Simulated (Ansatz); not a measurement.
Start from Hf in the hcp (Mg type) structure (space group P6_3/mmc, No. 194; a = 3.204 Å, c = 5.073 Å; relaxed with 0.1 eV smearing).

Level of theory: Ansatz (an electronic-structure program), PBE, PAW, cutoff 420 eV, no spin-orbit coupling.

Strains are applied to the cell and any free atomic positions relax.

One change was made to it. Results:

| quantity | base | after |
|---|---|---|
| energy relative to the base (free energy F) | 0 meV/atom | +28 meV/atom |
| pressure (mean of the normal stresses, compression positive) | 0.0 GPa | 7.2 GPa |

Problem. Name the change that was made.
A. isotropic strain −2.00 %
B. isotropic strain −1.50 %
C. isotropic strain +2.50 %
D. isotropic strain +1.50 %
E. isotropic strain −1.00 %

Solution. A, isotropic strain −2.00 %. For comparison, the energy relative to the base in the other runs: isotropic strain +1.50 % gives +15 meV/atom; isotropic strain −1.50 % gives +16 meV/atom; isotropic strain +2.50 % gives +40 meV/atom; isotropic strain −1.00 % gives +6.9 meV/atom.

Stability against distortions was not tested. All final runs are without spin polarisation.
